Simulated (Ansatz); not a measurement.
Consider Cs in the bcc (W type) structure (space group Im-3m, No. 229; relaxed with 0.1 eV smearing).

```yaml
crystal:
  lattice:
    - [-3.00358, 3.00358, 3.00358]
    - [3.00358, -3.00358, 3.00358]
    - [3.00358, 3.00358, -3.00358]
  atoms:
    - { symbol: Cs, position: [0.00000, 0.00000, 0.00000] }
```

Cartesian axes are those of the cell as printed.

Level of theory: PBEsol in Ansatz (plane waves to 420 eV, PAW, no spin-orbit coupling).

It is then changed as follows: the cell is stretched by 2.00 % along z with no lateral relaxation, atoms relaxed at fixed cell.

Question: Estimate the effect on the stress and energy relative to the base.

Answer: The stress (xx, yy, zz, yz, xz, xy; compression positive) comes out as (0.0, 0.0, 0.0, 0.0, 0.0, 0.0) GPa; the energy hardly moves.

The cells carry an imposed strain or load. Whether these cells are dynamically stable was not tested. The final runs are not spin-polarised.

Ansatz is a quantum-chemistry and plane-wave program.
